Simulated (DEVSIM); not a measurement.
Structure: Co/SiON/n-In0.53Ga0.47As capacitor, at 500 K.

| layer (left to right) | material | thickness (nm) | Nd (cm⁻³) |
|---|---|---|---|
| 1 | SiON | 3.30 | - |
| 2 | In0.53Ga0.47As | 5000 | 1.3e16 |

Metal gate on the left, work function 5 eV. Fixed charge at the semiconductor interface -1.2e11 cm⁻² (in units of +e); no interface traps.

This is a model device: material constants are rounded textbook-type values typed into the input, and sizes, dopings and lifetimes were drawn at random. Values at 300 K; Nc and Nv go as T^1.5, mobilities as T to minus their exponent, the gap by Varshni's rule with the affinity fixed.

```tsv
parameter	SiON	In0.53Ga0.47As
gap (eV)	7	0.74
affinity (eV)	1.4	4.51
permittivity	5.5	13.9
Nc (cm⁻³)	-	2.1e17
Nv (cm⁻³)	-	7.7e18
Varshni α (eV/K)	-	0.00035
Varshni β (K)	-	190
```

Simulated with DEVSIM: 1D Poisson equation in equilibrium, Boltzmann statistics, complete ionisation; no quantum confinement or tunnelling. Metal contacts follow the ideal Schottky-Mott rule: no Fermi-level pinning, no interface dipoles.

Tabulate band edges, carrier densities and field at 0.05 V on the gate.

Energies count from the Fermi level of the right contact; mesh points crowd at the junctions.

```tsv
x (μm)	Ec (eV)	Ev (eV)	n (cm⁻³)	p (cm⁻³)	field (V/cm)
0.000	3.550	-3.450	< 1e2	< 1e2	-51000
0.001022	3.545	-3.455	< 1e2	< 1e2	-51000
0.002178	3.539	-3.461	< 1e2	< 1e2	-51000
0.003219	3.534	-3.466	< 1e2	< 1e2	-51000
0.005037	0.417	-0.260	2.8e13	3.9e16	-34000
0.008456	0.406	-0.272	3.7e13	3.0e16	-32000
0.01591	0.383	-0.294	6.2e13	1.8e16	-29000
0.04020	0.322	-0.355	2.6e14	4.3e15	-22000
0.08511	0.244	-0.434	1.6e15	7.0e14	-14000
0.1830	0.170	-0.508	8.8e15	1.3e14	-3200
0.3965	0.153	-0.525	1.3e16	8.5e13	-52
1.092	0.153	-0.525	1.3e16	8.5e13	≈ 0
2.378	0.153	-0.525	1.3e16	8.5e13	≈ 0
3.777	0.153	-0.525	1.3e16	8.5e13	≈ 0
4.575	0.153	-0.525	1.3e16	8.5e13	≈ 0
4.808	0.153	-0.525	1.3e16	8.5e13	≈ 0
4.911	0.153	-0.525	1.3e16	8.5e13	≈ 0
4.962	0.153	-0.525	1.3e16	8.5e13	≈ 0
4.989	0.153	-0.525	1.3e16	8.5e13	≈ 0
4.998	0.153	-0.525	1.3e16	8.5e13	≈ 0
5.001	0.153	-0.525	1.3e16	8.5e13	≈ 0
5.003	0.153	-0.525	1.3e16	8.5e13	≈ 0
```
